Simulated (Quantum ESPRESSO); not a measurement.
## Converging the k-point mesh at a smearing width of 0.05 eV: Ta (Im-3m, 1 atom in the cell)

```
CELL_PARAMETERS angstrom
     -1.65825     1.65825     1.65825
      1.65825    -1.65825     1.65825
      1.65825     1.65825    -1.65825
ATOMIC_POSITIONS crystal
  Ta 0.00000 0.00000 0.00000
```

Level of theory: PBE, SSSP 1.1.2 precision (PBE) pseudopotentials (plane waves; Quantum ESPRESSO 7.5).

Base settings: ecutwfc = 50 Ry; ecutrho = 400 Ry; occupations = smearing; smearing = gaussian; degauss = 0.0073499 Ry; potentials = {Ta: Ta_pbe_v1.uspp.F.UPF}; K_POINTS = automatic 14 14 14 0 0 0; conv_thr = 1e-10 Ry.

In this ladder: degauss = 0.0036749 Ry.

The second cell is the first with its lattice scaled by 0.98.

Only quantities that move along the ladder and can be compared are tabulated.

The count of work is k-points × plane waves × bands × iterations; it is no time. Core times come from one kind of shared machine, to one figure; runs under 30 s give none.

The starting cell has typed, rounded lattice constants, without a prior relaxation at this level. Its lattice was rescaled by up to half a per cent. Spin polarisation is off.

Steps (K_POINTS): automatic 5 5 5 0 0 0; automatic 6 6 6 0 0 0; automatic 7 7 7 0 0 0; automatic 9 9 9 0 0 0; automatic 10 10 10 0 0 0; automatic 13 13 13 0 0 0; automatic 15 15 15 0 0 0; automatic 18 18 18 0 0 0; automatic 22 22 22 0 0 0; automatic 27 27 27 0 0 0; automatic 33 33 33 0 0 0.

Question: What is the coarsest K_POINTS that holds the energy of the compressed cell less the first within 2 meV/atom of the last step, with all finer ones?

Answer: automatic 18 18 18 0 0 0, at 0.20 of the last step's count of work; the step before is off by 2.5 meV/atom.

Question: What is the coarsest K_POINTS that holds the pressure within 1 GPa of the last step, with all finer ones?

Answer: automatic 13 13 13 0 0 0, at 0.075 of the last step's count of work; the step before is off by 1.6 GPa.

Question: What is the coarsest K_POINTS that holds the free energy within 2 meV/atom of the last step, with all finer ones?

Answer: automatic 10 10 10 0 0 0, at 0.042 of the last step's count of work; the step before is off by 21 meV/atom.

| K_POINTS | free energy less the last step's (meV/atom) | energy of the compressed cell less the first (meV/atom) | pressure (GPa) | count of work / last | core time / last (rough) |
|---|---|---|---|---|---|
| automatic 5 5 5 0 0 0 | 70.89 | 67.80 | 3.44 | 0.0089 | – |
| automatic 6 6 6 0 0 0 | 79.92 | 62.59 | 2.93 | 0.014 | – |
| automatic 7 7 7 0 0 0 | -28.83 | 51.71 | 0.48 | 0.018 | – |
| automatic 9 9 9 0 0 0 | 21.22 | 41.58 | 0.47 | 0.041 | – |
| automatic 10 10 10 0 0 0 | -0.99 | 57.99 | 1.62 | 0.042 | – |
| automatic 13 13 13 0 0 0 | 0.04 | 50.50 | 0.75 | 0.075 | – |
| automatic 15 15 15 0 0 0 | 1.54 | 42.52 | -0.30 | 0.14 | – |
| automatic 18 18 18 0 0 0 | -0.57 | 43.97 | -0.03 | 0.20 | – |
| automatic 22 22 22 0 0 0 | 0.84 | 44.84 | 0.12 | 0.34 | 0.4 |
| automatic 27 27 27 0 0 0 | -0.83 | 44.97 | -0.06 | 0.50 | 0.7 |
| automatic 33 33 33 0 0 0 | 0.00 | 44.97 | 0.01 | 1.0 | 1 |
